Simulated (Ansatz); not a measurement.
Take ScAl3 in the Cu3Au type structure (space group Pm-3m, No. 221; a = 4.0861 Å) as the base. Axes: x, y, z lie along the cube axes.

The values are results of r2SCAN (Ansatz, a first-principles code, PAW, spin-orbit coupling left out), not measurements.

Before the change:

The volume per atom comes out as 17.06 Å³.

Now apply this change: biaxial strain −1.17 %, plane normal [001], relaxed out of plane (Cartesian); in-plane vectors clamped, the third vector and the atoms free.

### Question
How does this affect the volume per atom and energy relative to the base?

### Answer
The volume per atom decreases by 0.33 Å³ to 16.73 Å³; the energy increases by 3.4 meV/atom.

Without a gap, meshes like the base's 11×11×11 leave anisotropic stresses uncertain by several tenths of a GPa, and small strain energies with them. No phonon test of stability was made. The final runs are not spin-polarised.
